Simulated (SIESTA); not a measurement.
**Short convergence ladders for TiO2 (Imm2, 6 atoms in the cell)**

```xyz
6
Lattice="-1.8830 1.8830 4.7312 1.8830 -1.8830 4.7312 1.8830 1.8830 -4.7312" Properties=species:S:1:pos:R:3 pbc="T T T"
Ti     0.0000     1.8830     2.4156
Ti     0.0000     0.0000     0.0000
O      0.0000     1.8830     0.3974
O      0.0000     0.0000     7.4943
O      0.0000     0.0000     1.9682
O      0.0000     1.8830     4.3338
```

Base method: LDA PW92, numerical atomic orbitals DZP, PseudoDojo LDA standard norm-conserving potentials (rewritten from UPF to PSML) (SIESTA 5.4.2).

Base settings: XC.functional = LDA; XC.authors = PW92; potentials = PseudoDojo LDA standard; PAO.BasisSize = DZP; PAO.EnergyShift = 0.01 Ry; MeshCutoff = 350 Ry; kgrid.MonkhorstPack = 4 4 4; OccupationFunction = FD; ElectronicTemperature = 0.02 eV; MaxSCFIterations = 150.

Core times come from one kind of shared machine, to one figure; runs under 30 s give none.

**Shifted k-point meshes**

Shifted meshes do not hold Γ, so a gap read on them misses any band edge there.

Only quantities that move along the ladder and can be compared are tabulated.

| kgrid.MonkhorstPack | free energy less the last step's (meV/atom) | pressure (GPa) | largest difference of a force vector from the last step's (eV/Å) | gap on the mesh (eV) | core time / last (rough) |
|---|---|---|---|---|---|
| 2 2 2 shifted by 0.5 0.5 0.5 | -30.10 | -3.81 | 0.363 | 2.149 | – |
| 4 4 4 shifted by 0.5 0.5 0.5 | 1.36 | -2.37 | 0.010 | 1.976 | – |
| 6 6 6 shifted by 0.5 0.5 0.5 | -0.01 | -2.38 | 0.001 | 1.931 | – |
| 8 8 8 shifted by 0.5 0.5 0.5 | 0.00 | -2.38 | 0.000 | 1.885 | 0.06 |
| 10 10 10 shifted by 0.5 0.5 0.5 | 0.00 | -2.38 | 0.000 | 1.871 | 0.09 |
| 12 12 12 shifted by 0.5 0.5 0.5 | 0.00 | -2.38 | 0.000 | 1.867 | 0.1 |
| 14 14 14 shifted by 0.5 0.5 0.5 | 0.00 | -2.38 | 0.000 | 1.865 | 0.2 |
| 18 18 18 shifted by 0.5 0.5 0.5 | 0.00 | -2.38 | 0.000 | 1.859 | 0.4 |
| 24 24 24 shifted by 0.5 0.5 0.5 | 0.00 | -2.38 | 0.000 | 1.853 | 1 |

Coarsest kgrid.MonkhorstPack that holds the forces within 0.02 eV/Å of the last step, with all finer ones: 4 4 4 shifted by 0.5 0.5 0.5; the step before is off by 0.36 eV/Å.

Coarsest kgrid.MonkhorstPack that holds the free energy within 1 meV/atom of the last step, with all finer ones: 6 6 6 shifted by 0.5 0.5 0.5; the step before is off by 1.4 meV/atom.

Coarsest kgrid.MonkhorstPack that holds the pressure within 0.1 GPa of the last step, with all finer ones: 4 4 4 shifted by 0.5 0.5 0.5; the step before is off by 1.4 GPa.

**The width of Fermi-Dirac smearing**

The mesh stays at the base's, so the ladder's end is converged at best in this setting alone.

Only quantities that move along the ladder and can be compared are tabulated.

```csv
ElectronicTemperature,free energy less the last step's (meV/atom),pressure (GPa),largest difference of a force vector from the last step's (eV/Å),gap on the mesh (eV)
1 eV,-356.01,9.25,0.473,2.678
0.5 eV,-29.22,-0.66,0.095,2.040
0.2 eV,-0.15,-2.36,0.002,1.892
0.1 eV,0.00,-2.37,0.000,1.889
```

Widest ElectronicTemperature that holds the pressure within 0.1 GPa of the last step, with all finer ones: 0.2 eV; the step before is off by 1.7 GPa.

Widest ElectronicTemperature that holds the forces within 0.02 eV/Å of the last step, with all finer ones: 0.2 eV; the step before is off by 0.095 eV/Å.

Widest ElectronicTemperature that holds the gap on the mesh within 0.02 eV of the last step, with all finer ones: 0.2 eV; the step before is off by 0.15 eV.

On the base run: the starting cell has typed, rounded lattice constants, without a prior relaxation at this level. Its lattice was rescaled by up to half a per cent. One atom was moved a little off its site on purpose. Values carry the incompleteness of an atom-centred basis.
